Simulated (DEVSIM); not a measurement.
Structure: Cr/SiO2/p-Ge capacitor, at 400 K.

```tsv
layer (left to right)	material	thickness (nm)	Na (cm⁻³)
1	SiO2	1.10	-
2	Ge	8300	5.1e15
```

Metal gate on the left, work function 4.5 eV. Fixed charge at the semiconductor interface 0 cm⁻² (in units of +e); no interface traps.

Constants are typed, rounded textbook-type inputs, not results; the design itself was drawn at random and stands for no fabricated device. Values at 300 K; Nc and Nv go as T^1.5, mobilities as T to minus their exponent, the gap by Varshni's rule with the affinity fixed.

| parameter | SiO2 | Ge |
|---|---|---|
| gap (eV) | 9 | 0.664 |
| affinity (eV) | 0.9 | 4 |
| permittivity | 3.9 | 16 |
| Nc (cm⁻³) | - | 1.04e19 |
| Nv (cm⁻³) | - | 6e18 |
| Varshni α (eV/K) | - | 0.000477 |
| Varshni β (K) | - | 235 |

Simulated with DEVSIM: 1D Poisson equation in equilibrium, Boltzmann statistics, complete ionisation; no quantum confinement or tunnelling. Metal contacts follow the ideal Schottky-Mott rule: no Fermi-level pinning, no interface dipoles.

Task: Give the band bending (positive: bands bend down) and minority sheet density.

Result: 
```json
[
 {"Vg (V)": "-0.25", "ψs (V)": "-0.258", "minority carriers (cm⁻²)": "3.0e11"},
 {"Vg (V)": "-0.1", "ψs (V)": "-0.188", "minority carriers (cm⁻²)": "3.0e11"},
 {"Vg (V)": "0.05", "ψs (V)": "-0.075", "minority carriers (cm⁻²)": "3.0e11"},
 {"Vg (V)": "0.2", "ψs (V)": "0.065", "minority carriers (cm⁻²)": "3.2e11"},
 {"Vg (V)": "0.35", "ψs (V)": "0.202", "minority carriers (cm⁻²)": "5.1e11"},
 {"Vg (V)": "0.5", "ψs (V)": "0.304", "minority carriers (cm⁻²)": "1.5e12"},
 {"Vg (V)": "0.65", "ψs (V)": "0.365", "minority carriers (cm⁻²)": "3.2e12"}
]
```
